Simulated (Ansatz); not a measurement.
**LaB6: response to strain**

Take LaB6 (space group Pm-3m, No. 221) as the base.

```
CELL_PARAMETERS angstrom
      4.12989     0.00000     0.00000
      0.00000     4.12989     0.00000
      0.00000     0.00000     4.12989
ATOMIC_POSITIONS crystal
  La 0.00000 0.00000 0.00000
  B  0.19962 0.50000 0.50000
  B  0.80038 0.50000 0.50000
  B  0.50000 0.50000 0.19962
  B  0.50000 0.50000 0.80038
  B  0.50000 0.19962 0.50000
  B  0.50000 0.80038 0.50000
```

Cartesian axes are those of the cell as printed.

Strains are applied to the cell and any free atomic positions relax; under biaxial strain the out-of-plane vector relaxes too; under stress the whole cell relaxes.

Computed with Ansatz (an electronic-structure program), PBEsol, PAW, cutoff 420 eV, no SOC.

Notes on the quantities. energy relative to the base: free energy F.

| case | energy relative to the base | volume per atom |
|---|---|---|
| base | 0 meV/atom | 10.06 Å³ |
| biaxial strain −0.96 %, plane normal [001], relaxed out of plane | +3.0 meV/atom | 9.88 Å³ |
| biaxial strain +2.81 %, plane normal [001], relaxed out of plane | +24 meV/atom | 10.61 Å³ |
| biaxial strain −1.86 %, plane normal [111], relaxed out of plane | +7.3 meV/atom | 9.85 Å³ |
| isotropic strain −2.57 % | +36 meV/atom | 9.31 Å³ |
| uniaxial strain ε_yy = −5.23 % | +46 meV/atom | 9.54 Å³ |
| uniaxial stress, 3 GPa compression along x | +0.6 meV/atom | 10.01 Å³ |
| tensor shear ε_xy = −0.95 % | +1.1 meV/atom | 10.06 Å³ |
| uniaxial stress, 8 GPa tension along z | +4.3 meV/atom | 10.22 Å³ |

Without a gap, meshes like the base's 11×11×11 leave anisotropic stresses uncertain by several tenths of a GPa, and small strain energies with them. Beyond what the load breaks, stability against distortions was not tested. All final runs are without spin polarisation. An odd electron count without spin: LaB6.
